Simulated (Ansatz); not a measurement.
The structure below was relaxed with PBE (Ansatz, a first-principles code, PAW, scalar-relativistic without spin-orbit coupling), at pressure −2 GPa.

Space group I4/mmm (No. 139); a = b = 3.2400 Å, c = 7.8884 Å, α = β = γ = 90.00°

| atom | site | symmetry | x | y | z |
|---|---|---|---|---|---|
| W | 2a | 4/mmm | 0.0000 | 0.0000 | 0.0000 |
| Si | 4e | 4mm | 0.0000 | 0.0000 | 0.3347 |

Problem. Write out a cell with all atoms.

Solution. 
```cif
data_Si4W2
_chemical_formula_sum 'W2 Si4'
_space_group_name_H-M_alt 'P 1'
_space_group_IT_number 1
_cell_length_a 3.23999
_cell_length_b 3.23999
_cell_length_c 7.88837
_cell_angle_alpha 90.000
_cell_angle_beta 90.000
_cell_angle_gamma 90.000
loop_
_space_group_symop_operation_xyz
  'x, y, z'
loop_
_atom_site_label
_atom_site_type_symbol
_atom_site_fract_x
_atom_site_fract_y
_atom_site_fract_z
_atom_site_occupancy
W1 W 0.00000 0.00000 0.00000 1
Si1 Si 0.00000 0.00000 0.33473 1
Si2 Si 0.50000 0.50000 0.16527 1
W2 W 0.50000 0.50000 0.50000 1
Si3 Si 0.50000 0.50000 0.83473 1
Si4 Si 0.00000 0.00000 0.66527 1
```
This is the conventional cell.

Load acts through the strain it causes; cell and atoms are relaxed under it. Whether these cells are dynamically stable was not tested. All final runs are without spin polarisation. The cell was made from WSi2 (space group I4/mmm, No. 139) by this change: pressure −2 GPa.
